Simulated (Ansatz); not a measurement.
# InSb with two functionals, pressure −1 GPa

Start from InSb in the zinc blende structure (space group F-43m, No. 216; a = 6.635 Å).

(Cell as relaxed with PBE.)

Levels (all Ansatz, a first-principles code, PAW, earlier PAW set): PBE (420 eV, no SOC); r2SCAN (500 eV, scalar-relativistic without spin-orbit coupling).

Each level relaxes its own structure.

```csv
base,PBE,r2SCAN
volume per atom,36.51 Å³,35.24 Å³
lattice parameter a,6.635 Å,6.557 Å
band gap,zero,zero
```

Perturbation: a negative pressure, −1 GPa.

```
quantity                           PBE  r2SCAN
-----------------------------  -------  ------
shortest interatomic distance  2.902 Å     [?]
band gap                          zero     [?]
```

Given the PBE results, estimate those of r2SCAN.


- shortest interatomic distance, r2SCAN: 2.863 Å
- band gap, r2SCAN: zero

PBE's shortest interatomic distance lies 0.039 Å above r2SCAN's (1.4 %); the two agree on the band gap. Neither level is exact; r2SCAN is the comparison here, not a measurement.

With Sb present, leaving out spin-orbit coupling can change the band edges. Load acts through the strain it causes; cell and atoms are relaxed under it. Whether these cells are dynamically stable was not tested. The final runs are not spin-polarised. Gaps under 0.05 eV, about the width of the smearing, are given as zero. A zero or small gap of InSb can be the functional's error rather than a property of the material.
